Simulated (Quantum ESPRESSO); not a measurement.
Troubleshooting Quantum ESPRESSO: a failed run on WSe₂ (P6_3/mmc, 6 atoms in the cell). The aim is a self-consistent single point with DFT, LDA (PZ), plane waves, GBRV 1.5 ultrasoft (LDA) pseudopotentials.

The input file:

```fortran
&CONTROL
  calculation = 'scf'
  prefix = 'scf'
  outdir = './work'
  pseudo_dir = './'
  tprnfor = .true.
  tstress = .true.
/
&SYSTEM
  ibrav = 4
  celldm(1) = 6.3904513089
  celldm(3) = 4.137794538342
  nat = 6
  ntyp = 2
  ecutwfc = 40
  ecutrho = 320
  occupations = 'smearing'
  smearing = 'marzari'
  degauss = 0.00147
/
&ELECTRONS
  conv_thr = 1.0e-11
/
ATOMIC_SPECIES
W    183.8400  w_lda_v1.2.uspp.F.UPF
Se    78.9710  se_lda_v1.uspp.F.UPF
ATOMIC_POSITIONS {crystal}
W     0.6666666667    0.3333333333    0.7500000000
W     0.3333333333    0.6666666667    0.2500000000
Se    0.3333333333    0.6666666667    0.8710000000
Se    0.6666666667    0.3333333333    0.1290000000
Se    0.6666666667    0.3333333333    0.3710000000
Se    0.3333333333    0.6666666667    0.6290000000
K_POINTS {automatic}
9 9 2  0 0 0
```

Output (repeated stretches shortened):

```
 %%%%%%%%%%%%%%%%%%%%%%%%%%%%%%%%%%%%%%%%%%%%%%%%%%%%%%%%%%%%%%%%%%%%%%%%%%%%%%
     Error in routine  set_occupations (1):
      smearing marzari unknown
 %%%%%%%%%%%%%%%%%%%%%%%%%%%%%%%%%%%%%%%%%%%%%%%%%%%%%%%%%%%%%%%%%%%%%%%%%%%%%%

     stopping ...
```

Task: Read the log: what does the program object to, and what is the fix?

Result: The fault is a value that the program does not know. The key takes a closed list of words, and names differ between codes. To fix it, use one of the words that the key accepts. The program stopped before any SCF iteration.

An input that runs soundly differs in these lines (not the only fix; some lines may just follow from the change or write a value another way):
```diff
-  smearing = 'marzari'
+  smearing = 'gauss'
```

With that input, the run converged in 13 iterations: free energy E − TS -6686.3829 eV; top of the valence band (on the code's own zero) 8.66 eV; gap on the k-point mesh 1.23 eV; pressure -11.68 GPa; largest force (vector length) 1.113 eV/Å (DFT, LDA (PZ), plane waves, GBRV 1.5 ultrasoft (LDA) pseudopotentials).

On the sound input: the starting cell comes from a database of computed structures (which also holds hypothetical and non-ambient phases and stackings), without a prior relaxation at this level. Its lattice was rescaled by a random factor within 2.5 % of one. Spin-orbit coupling is off. With a pressure of about -12 GPa the cell is away from its equilibrium volume at this level. Forces in this geometry exceed 1 eV/Å.
